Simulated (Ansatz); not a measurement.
Consider the energy of one form of TiSi2 over another. The value is E(A) − E(B), in meV per atom.

A: TiSi2 (Cmcm), 6 atoms in the cell; spin state with PBE: run without spin, k-point mesh 10×10×10 on the run's own vectors.
```
TiSi2
1.0
    3.54745     0.00000     0.00000
    0.00000     0.00000    -3.57932
   -1.77372     6.78073     0.00000
Ti Si
2 4
Direct
  0.10319   0.75000   0.20638
  0.89681   0.25000   0.79362
  0.44086   0.75000   0.88171
  0.55914   0.25000   0.11829
  0.75020   0.75000   0.50039
  0.24980   0.25000   0.49961
```

B: TiSi2 (Fddd), 6 atoms in the cell; spin state with PBE: run without spin, k-point mesh 10×10×10 on the run's own vectors.
```yaml
crystal:
  lattice:
    - [2.40357, 4.13506, 0.00000]
    - [2.40357, -4.13506, 0.00000]
    - [-2.40357, 0.00000, -4.28025]
  atoms:
    - { symbol: Ti, position: [0.50000, 0.50000, 0.00000] }
    - { symbol: Ti, position: [0.75000, 0.25000, 0.50000] }
    - { symbol: Si, position: [0.83697, 0.16303, 0.00000] }
    - { symbol: Si, position: [0.16303, 0.83697, 0.00000] }
    - { symbol: Si, position: [0.41303, 0.58697, 0.50000] }
    - { symbol: Si, position: [0.08697, 0.91303, 0.50000] }
```

All numbers come from Ansatz (an electronic-structure program), plane waves with PAW, its PAW set soft_1, cutoff 420 eV. The structures are at rest with PBE. Neutral cells; Fermi-Dirac smearing of at most 0.05 eV in the solids, energies taken to zero width. A dispersion term (D3(BJ), or D4 for r2SCAN) was computed beside these levels and is taken off wherever the name lacks it. Nuclei at rest; no vibrational terms. The structures are the rest points that the relaxations reached, not proven lowest.

**Question.** What is the computed value (PBE)?

**Answer.** -7 meV/atom for A less B, so TiSi2 (Cmcm) (A) lies lower.
